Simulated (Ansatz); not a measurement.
**SiGe (P6₃mc, No. 186, 4 atoms in the cell; start mp-978534)**

These are G0W0@PBEsol+SOC in Ansatz (hard PAW, contour deformation, complete-basis limit, spin–orbit shift from PBEsol) values and carry that method's errors.

Settings: largest k mesh 9×9×4 (not extrapolated in the mesh).

Cell (relaxed with PBEsol):

Space group P6₃mc (No. 186); a = 3.9063 Å, b = 3.9063 Å, c = 6.4283 Å, α = 90.00°, β = 90.00°, γ = 120.00°

```json
[
 {"atom": "Si", "site": "2b", "symmetry": "3m.", "x": "0.3333", "y": "0.6667", "z": "0.3750"},
 {"atom": "Ge", "site": "2b", "symmetry": "3m.", "x": "0.3333", "y": "0.6667", "z": "0.0000"}
]
```

```
Item        Value
--------  -------
band gap  0.87 eV
```

Note: filled d or f shells below the valence bands can shift G0W0 gaps through exchange with them, which wasn't tested here; spin–orbit coupling enters as the shift of the gap found with a semilocal functional.

Computed values are for the static lattice.

A start named mp-… is a Materials Project structure, which need not be a measured phase.

Ansatz is an electronic-structure program.
